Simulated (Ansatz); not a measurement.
BN under load (space group P6_3mc), r2SCAN, rigid bands (Ansatz, a quantum-chemistry and plane-wave program). Condition of this run: uniaxial stress along c of 9 GPa (compression positive) (the target of the relaxation). Band gap 5.77 eV, N_c = 1.28e19 cm⁻³ and N_v = 4.62e19 cm⁻³ at 300 K, conductivity masses along x (a = (2.54, 0.00, 0.00) Å; b = (-1.27, 2.20, 0.00) Å; c = (0.00, 0.00, 4.17) Å) of 0.502 mₑ (electrons) and 0.831 mₑ (holes). Take k_BT = 0.02585 eV.

### Question
Find the intrinsic carrier density and the intrinsic Fermi level.

### Answer
n_i = √(N_c N_v) exp(−E_g/2k_BT) = 2.43e19 × exp(−111.60) = 8.3e-30 cm⁻³. The level lies (k_BT/2) ln(N_v/N_c) = 17 meV from mid-gap (positive towards the conduction band). Each 0.1 eV added to the gap lowers n_i by a factor of 6.9.

### Question
A film of it is 2 nm thick, with its normal along the direction named. Estimate the confinement energies in an infinite well.

### Answer
ħ²π²/(2m t²) = 0.376 eV·nm²/(m/mₑ × t²) gives 187 meV for electrons and 113 meV for holes, so the gap would widen to about 6.07 eV. Finite barriers and nonparabolic bands lower this, and with several valleys or bands the heaviest mass along the normal sets the lowest level, not this average.

### Question
What thermal injection velocity √(2k_BT/πm) limits a ballistic channel along the direction named?

### Answer
7.59e6 cm/s for electrons and 5.90e6 cm/s for holes, a ratio of √(m_h/m_e) = 1.29, for dilute carriers.

Rigid bands with the computed gap; masses take one relaxation time for all states. Spin-orbit coupling is left out. Geometry: cell and atoms relaxed with PBEsol.
